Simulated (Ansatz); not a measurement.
Consider WSi$_{2}$ (space group Fddd, No. 70; a = 4.591 Å, b = 7.948 Å, c = 8.973 Å; a hypothetical phase, not in the database extracts checked).

(Cell as relaxed with PBE.)

Levels (all Ansatz, a program for electronic structure, PAW): PBE (420 eV, without spin-orbit coupling); PBEsol (420 eV, scalar-relativistic without spin-orbit coupling).

Each level relaxes its own structure.

| quantity | PBE | PBEsol |
|---|---|---|
| volume per atom | 13.64 Å³ | (withheld) |
| space group | Fddd (No. 70) | (withheld) |
| band gap | zero | (withheld) |

Problem. Given the PBE results, estimate those of PBEsol.

Solution. 
- volume per atom, PBEsol: 13.33 Å³
- space group, PBEsol: Fddd (No. 70)
- band gap, PBEsol: zero

PBE's volume per atom lies 0.316 Å³ above PBEsol's (2.4 %); the two agree on the space group and band gap. Neither level is exact; PBEsol is the comparison here, not a measurement.

Stability against distortions was not tested. All final runs are without spin polarisation.
